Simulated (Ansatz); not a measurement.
The reference is MgTe in the wurtzite structure (space group P6_3mc, No. 186; a = 4.608 Å, c = 7.501 Å). Axes: x lies along a and z along c of the hexagonal cell.

Computed with Kohn–Sham DFT with the PBE functional, run in Ansatz (a quantum-chemistry and plane-wave program) with PAW and 420 eV plane waves, no spin-orbit coupling.

For the base:

| Quantity | Value |
|---|---|
| Pressure | 0.00 GPa |

One thing is altered: biaxial strain −1.65 %, plane normal [001], relaxed out of plane (Cartesian); in-plane vectors clamped, the third vector and the atoms free.

Q: What does the calculation give for the pressure after the change?

A: The pressure (mean of the normal stresses, compression positive) goes from zero to 0.68 GPa.

Q: What happens to the ratio −ε⊥/ε∥?

A: The ratio −ε⊥/ε∥ comes out as 0.82.

Stability against distortions was not tested.
